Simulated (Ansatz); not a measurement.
Results of HSE06 in Ansatz (PAW) for BAs (P6₃mc, No. 186, 4 atoms in the cell; start mp-984718; a measured phase of this formula has another space group).

The run printed, among other lines:

```
WARN output.stress: scf.exx.energy_threshold = 1e-6 eV is looser than the 4e-8 eV advised for a stress under a hybrid functional (1e-8 eV for each atom of the …
Crystal: 4 atoms, lattice volume = 54.114 Å³
Basis set: ecut = 460 eV, 1189 PW (Γ), exchange–correlation on 48×48×80 points (8 copies of the dense FFT grid, shifted against one another)
Bands: 22, of which v1, the nominal top of the filled ones, is band 18 counted from 1 (17 counted from 0)
Symmetry: 12 space group operations
Space group: P63mc (ITA 186), of the structure as read, at distance tolerance 3.8e-5 Å
k-points: 48 of 486 (time reversal used)
SCF iter   1: F=—  HF=-10024.156431 eV  |F-HF|=—  |Δ(HF+E_count)|=         —  Δρ=1.50e-3  dr2=7.95e-4
SCF iter   2: F=—  HF=-10024.156897 eV  |F-HF|=—  |Δ(HF+E_count)|=   4.66e-4  Δρ=7.16e-4  dr2=1.55e-4
  ...
Crystal: 4 atoms, lattice volume = 54.114 Å³
Initial density: handed on by an earlier stage of this run
Crystal: 4 atoms, lattice volume = 54.114 Å³
SCF iter   4: F=—  HF=-10026.948158 eV  |F-HF|=—  |Δ(HF+E_count)|=  4.40e-10  Δρ=3.10e-6  dr2=1.74e-9
SCF iter   5: F=-10026.948158 eV  HF=-10026.948158 eV  |F-HF|=3.73e-10  |Δ(HF+E_count)|=   6.51e-9  Δρ=5.20e-7  dr2=9.14e-11
SCF 3 converged in 5 iterations: F = -10026.948158 eV  dr2 = 9.14e-11
Free energy (F): -10026.948158 eV
Internal energy: -10026.948158 eV  (E = F + TS)
E sigma→0 (E₀):  -10026.948158 eV
Fermi energy:    12.016868 eV
--- Stress (GPa, compression-positive) ---
        0.439700       0.000000      -0.000000
       -0.000000       0.439700       0.000000
       -0.000000       0.000000       0.311682
  P = ⅓ Tr σ = 0.3970 GPa (3.970 kbar)
```

Question: Write an input file that could have produced this run (the log leaves some choices open).

Answer: Several could match; the one computed here: 
Ansatz 0.2 input:
```yaml
crystal:
  lattice:
    - [3.3542653664, 0.0, 0.0]
    - [-1.6771326832, 2.9048790183, 0.0]
    - [0.0, 0.0, 5.5537183755]
  atoms:
    - { symbol: B, position: [0.3333333333, 0.6666666667, 0.3745696727] }
    - { symbol: B, position: [0.6666666667, 0.3333333333, 0.8745696727] }
    - { symbol: As, position: [0.3333333333, 0.6666666667, 0.0004303273] }
    - { symbol: As, position: [0.6666666667, 0.3333333333, 0.5004303273] }
basis:
  ecutwfc: 460
  ecutrho_ratio: 4
  xc_grid: 2
kpoints:
  mp_grid: { grid: [9, 9, 6] }
  band_path: { path: [[0, 0, 0], [0.0, 0.5, 0.0]], npoints: 1 }
hamiltonian:
  xc: hse06
  dispersion: none
  pseudopotentials: { kind: paw }
scf:
  occupations: { method: fermi_dirac, width: 0.01 }
  convergence: { dr2_threshold: 0.0000000004 }
output:
  forces: true
  stress: true
  eigenvalues: true
  write_bands: true
```

The PAW data were made under PBE.

Note: cell and atoms aren't relaxed at this level (pressure 0.4 GPa).

The result took about 6 core-minutes (a rough figure).

A start named mp-… is a Materials Project structure, which need not be a measured phase.

Ansatz is a quantum-chemistry and plane-wave program.
